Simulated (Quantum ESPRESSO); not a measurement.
Worked example: self-consistent single point of Nb3Sn (Pm-3n, 8 atoms in the cell) in Quantum ESPRESSO.

Level of theory: PBE-D3(BJ), PseudoDojo standard norm-conserving (PBE) pseudopotentials (plane waves; Quantum ESPRESSO).

```
Nb3Sn
1.0
    5.38260     0.00000     0.00000
    0.00000     5.38260     0.00000
    0.00000     0.00000     5.38260
Nb Sn
6 2
Direct
  0.25000   0.00000   0.50000
  0.75000   0.00000   0.50000
  0.50000   0.75000   0.00000
  0.50000   0.25000   0.00000
  0.00000   0.50000   0.75000
  0.00000   0.50000   0.25000
  0.00000   0.00000   0.00000
  0.50000   0.50000   0.50000
```

Reference input (self-consistent single point, DFT, PBE, plane waves, PseudoDojo standard norm-conserving (PBE) pseudopotentials): ecutwfc = 85 Ry; occupations = smearing; smearing = cold; degauss = 0.0099958 Ry; potentials = {Nb: Nb.upf, Sn: Sn.upf}; K_POINTS = automatic 4 4 4 0 0 0; conv_thr = 1e-10 Ry; mixing_beta = 0.7. This run's input differs from it in these lines:

```diff
@@ -17,2 +17,5 @@
   degauss = 0.0099958
+  vdw_corr = 'grimme-d3'
+  dftd3_version = 4
+  dftd3_threebody = .false.
 /
```

The program printed (abridged):

```
     Self-consistent Calculation

     iteration #  1     ecut=    85.00 Ry     beta= 0.70

     Threshold (ethr) on eigenvalues was too large:
     Diagonalizing with lowered threshold

     total energy              =   -1063.08262771 Ry
     estimated scf accuracy    <       0.65874130 Ry

     iteration #  2     ecut=    85.00 Ry     beta= 0.70

     total energy              =   -1063.22008763 Ry
     estimated scf accuracy    <       0.12842055 Ry

     iteration #  3     ecut=    85.00 Ry     beta= 0.70

     total energy              =   -1063.25386015 Ry
     estimated scf accuracy    <       0.00643680 Ry

   [... 5 blocks of this kind left out ...]

     iteration #  9     ecut=    85.00 Ry     beta= 0.70

     total energy              =   -1063.25537896 Ry
     estimated scf accuracy    <          2.2E-10 Ry

     iteration # 10     ecut=    85.00 Ry     beta= 0.70
     End of self-consistent calculation

     the Fermi energy is    16.4779 ev

!    total energy              =   -1063.25537896 Ry
     estimated scf accuracy    <          7.8E-13 Ry
     smearing contrib. (-TS)   =      -0.00146930 Ry
     internal energy E=F+TS    =   -1063.25390966 Ry

     DFT-D3 Dispersion         =      -0.37761605 Ry

     convergence has been achieved in  10 iterations

     Forces acting on atoms (cartesian axes, Ry/au):

     atom    1 type  1   force =    -0.00000000    0.00000000    0.00000000
   [... zero for the other atoms too ...]

     Total force =     0.000000     Total SCF correction =     0.000000

          total   stress  (Ry/bohr**3)                   (kbar)     P=     -110.18
  -0.00074900   0.00000000   0.00000000         -110.18        0.00        0.00
   0.00000000  -0.00074900   0.00000000            0.00     -110.18        0.00
   0.00000000   0.00000000  -0.00074900            0.00        0.00     -110.18

   JOB DONE.
```

The run converged in 10 iterations. Against the reference run the pressure goes from -5.51 to -11.02 GPa.

The starting cell comes from a database of computed structures (which also holds hypothetical and non-ambient phases and stackings), without a prior relaxation at this level. Its lattice was rescaled by a random factor within 2.5 % of one. Spin polarisation is off. With a pressure of about -11 GPa the cell is away from its equilibrium volume at this level.

Cost on one core of a shared machine: roughly 4 min.
